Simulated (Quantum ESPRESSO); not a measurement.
## Short convergence ladders for the (001) slab of Sr(ZnSb)2 (cut from a parent of space group no. 164; 5 atoms in the cell)

```xyz
5
Lattice="4.4993 0.0000 0.0000 -2.2497 3.8965 0.0000 0.0000 0.0000 19.6509" Properties=species:S:1:pos:R:3 pbc="T T T"
Sr     0.0000     0.0000     9.8254
Zn     2.2497     1.2988    12.6509
Zn     0.0000     2.5977     7.0000
Sb     0.0000     2.5977    11.9246
Sb     2.2497     1.2988     7.7263
```

Base method: LDA (PZ), GBRV 1.5 ultrasoft (LDA) pseudopotentials (plane waves; Quantum ESPRESSO 7.5).

Base settings: ecutwfc = 50 Ry; ecutrho = 250 Ry; occupations = smearing; smearing = fermi-dirac; degauss = 0.0073499 Ry; mixing_mode = local-TF; potentials = {Sr: sr_lda_v1.uspp.F.UPF, Zn: zn_lda_v1.uspp.F.UPF, Sb: sb_lda_v1.4.uspp.F.UPF}; K_POINTS = automatic 4 4 1 0 0 0; conv_thr = 1e-09 Ry; mixing_beta = 0.4.

The count of work is k-points × plane waves × bands × iterations; it is no time. Core times come from one kind of shared machine, to one figure; runs under 30 s give none.

**The vacuum**

The mesh stays at the base's, so the ladder's end is converged at best in this setting alone.

Only quantities that move along the ladder and can be compared are tabulated.

| vacuum between outermost atoms (Å) | free energy less the last step's (meV/atom) | largest difference of a force vector from the last step's (eV/Å) |
|---|---|---|
| 3.0 | -111.77 | 0.566 |
| 5.0 | -0.03 | 0.010 |
| 14.0 | -0.03 | 0.001 |
| 25.0 | 0.00 | 0.000 |

Smallest vacuum between outermost atoms (Å) that holds the free energy within 2 meV/atom of the last step, with all finer ones: 5.0; the step before is off by 110 meV/atom.

Smallest vacuum between outermost atoms (Å) that holds the forces within 0.005 eV/Å of the last step, with all finer ones: 14.0; the step before is off by 0.010 eV/Å.

**The k-point mesh**

Only quantities that move along the ladder and can be compared are tabulated.

```csv
K_POINTS,free energy less the last step's (meV/atom),largest difference of a force vector from the last step's (eV/Å),count of work / last,core time / last (rough)
automatic 2 2 1 0 0 0,430.52,0.900,0.17,0.5
automatic 4 4 1 0 0 0,32.01,0.085,0.32,0.6
automatic 5 5 1 0 0 0,11.96,0.026,0.44,0.7
automatic 9 9 1 0 0 0,0.00,0.000,1.0,1
```

Coarsest K_POINTS that holds the free energy within 5 meV/atom: not settled: the last two steps still differ by 12 meV/atom, over half the tolerance, so the ladder does not show it.

Coarsest K_POINTS that holds the forces within 0.02 eV/Å: not settled: the last two steps still differ by 0.026 eV/Å, over half the tolerance, so the ladder does not show it.

**The plane-wave cutoff**

Moved along: ecutrho.

The mesh stays at the base's, so the ladder's end is converged at best in this setting alone.

Only quantities that move along the ladder and can be compared are tabulated.

```csv
ecutwfc,free energy less the last step's (meV/atom),largest difference of a force vector from the last step's (eV/Å),count of work / last,core time / last (rough)
25 Ry,3597.64,0.043,0.28,0.4
35 Ry,42.78,0.002,0.47,0.5
50 Ry,3.69,0.001,0.76,0.9
60 Ry,0.00,0.000,1.0,1
```

Coarsest ecutwfc that holds the forces within 0.01 eV/Å of the last step, with all finer ones: 35 Ry; the step before is off by 0.043 eV/Å.

Coarsest ecutwfc that holds the free energy within 5 meV/atom: not settled: the last two steps still differ by 3.7 meV/atom, over half the tolerance, so the ladder does not show it.

On the base run: the starting cell comes from a database of computed structures (which also holds hypothetical and non-ambient phases and stackings), without a prior relaxation at this level. The slab is cut from that crystal, and its faces are unrelaxed. Its lattice was rescaled by up to half a per cent. Without a gap this mesh is coarse (it stands for a supercell whose shortest in-plane vector is 18 Å).
